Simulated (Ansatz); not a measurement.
GaP (F-43m), r2SCAN with spin-orbit coupling, rigid bands run with Ansatz (a quantum-chemistry and plane-wave program): N_v = 2.17e19 cm⁻³ at 300 K and a hole conductivity mass of 0.477 mₑ.

Question: For 1e17 holes per cm³ at 300 K, place the Fermi level, estimate the Seebeck coefficient of a parabolic band with constant τ, and give mobility and conductivity for τ = 20 fs.

Answer: The level lies k_BT ln(N_v/p) = 0.139 eV above the valence-band maximum. S ≈ +(k_B/e)[ln(N_v/p) + 5/2] = 679 μV/K, against 709 μV/K from the full bands (mean over directions). μ = eτ/m = 73.7 cm²/(V·s) and σ = peμ = 1.18 S/cm. τ is assumed, not computed.

Band transport and this doping are assumed; polarons and phonon drag are left out. Geometry: cell and atoms relaxed with PBEsol.
